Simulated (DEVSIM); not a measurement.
Device: abrupt Si n-p junction, at 300 K.

```csv
layer (left to right),material,thickness (μm),Nd (cm⁻³),Na (cm⁻³),τn (s),τp (s)
1,Si,9.50,2.5e16,-,0.00013,0.00013
2,Si,2.20,-,2.4e16,0.00013,0.00013
```

Left contact: ohmic. Right contact: ohmic. Voltage is applied to the left contact. Recombination: SRH at mid-gap. Gap narrowing is on: ΔEg = 6.92 meV × (l + √(l² + 0.5)), l = ln(N/1.3e17 cm⁻³), shared equally by both band edges. Mobility is μmin + (μ − μmin)/(1 + (N/Nref)^α).

The device is made up for the run: typed textbook-type constants, with dimensions and the other settings drawn at random. Values at 300 K.

| parameter | Si |
|---|---|
| gap (eV) | 1.124 |
| affinity (eV) | 4.05 |
| permittivity | 11.7 |
| Nc (cm⁻³) | 2.86e19 |
| Nv (cm⁻³) | 3.1e19 |
| μn (cm²/Vs) | 1417 |
| μp (cm²/Vs) | 470 |
| μn,min | 52 |
| μp,min | 45 |
| Nref,n | 9.7e16 |
| Nref,p | 2.2e17 |
| αn | 0.68 |
| αp | 0.72 |

Model (solved in DEVSIM): 1D drift-diffusion, Boltzmann statistics, complete ionisation; no tunnelling, impact ionisation, image-force lowering or self-heating.

Q: Give the small-signal capacitance in reverse bias (quasi-static).

A: 
| V (V) | C (nF/cm²) |
|---|---|
| 0.2 | 33.5 |
| 0.5 | 29.1 |
| 1 | 24.4 |
| 1.5 | 21.5 |
| 2 | 19.4 |
| 3 | 16.6 |
| 4 | 14.7 |
| 5 | 13.3 |
| 6.5 | 11.9 |
| 8 | 10.8 |
| 10 | 9.74 |
